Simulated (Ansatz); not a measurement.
## How the bulk modulus of rutile IrO₂ moves with the method

No measured value is used here.

```
level (code)            value (GPa)  cell (Å³/atom)
----------------------  -----------  --------------
LDA (Ansatz)                    313           10.28
PBE (Ansatz)                    262           10.87
PBEsol (Ansatz)                 291           10.51
PBEsol+SOC (Ansatz)      (withheld)           10.57
revPBE (Ansatz)          (withheld)           11.03
PBE-D3(BJ) (Ansatz)             273           10.72
PBE-D4 (Ansatz)                 275           10.70
PBEsol-D3(BJ) (Ansatz)   (withheld)           10.39
rVV10 (Ansatz)                  254           11.09
```

Q: What belongs in the gaps?

A: 
- PBEsol+SOC (Ansatz, a quantum-chemistry and plane-wave program), value (GPa): 283
- revPBE (Ansatz), value (GPa): 248
- PBEsol-D3(BJ) (Ansatz), value (GPa): 300

The crystal itself was run without spin with LDA, PBE, PBEsol, revPBE, PBE-D3(BJ), PBE-D4, PBEsol-D3(BJ), rVV10; a magnetic state was not tried in these runs. Density-functional levels without +SOC have no spin–orbit coupling. Each level is taken at its own relaxed cell. Ansatz's density-functional and Hartree–Fock values are scalar-relativistic unless marked +SOC, with PAW data made under PBE.
